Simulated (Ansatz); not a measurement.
Functionals compared on a constructed model of the (111) surface of fcc Pd, a pseudomorphic layer of Ti in the host's stacking (bottom of the slab: a bare face, its two planes held), in Ansatz (plane waves, PAW). The structure was relaxed with PBE; the other rows are single points on it. Cutoff 420 eV (500 eV for r2SCAN).

Slab: 7 atoms, 14.0 Å thick at the start; k 15x15x1, smearing 0.1 eV, dipole-corrected; 2 atoms held, the rest relaxed; held to the start's symmetry, so lower structures may exist; no spin, no spin-orbit, no U. In PBE it lies 0.01 eV a 1x1 cell over the lowest computed structure of the same composition (a pseudomorphic layer of Ti in the other hollow). These notes are the PBE run's.

```tsv
functional	work function of the top face (eV)	rough cost of the single point
PBE	4.40	–
RPBE	4.24	roughly 40 core-seconds
r2SCAN	4.38	about 70 core-seconds (a rough figure)
```

Ansatz is a first-principles code.
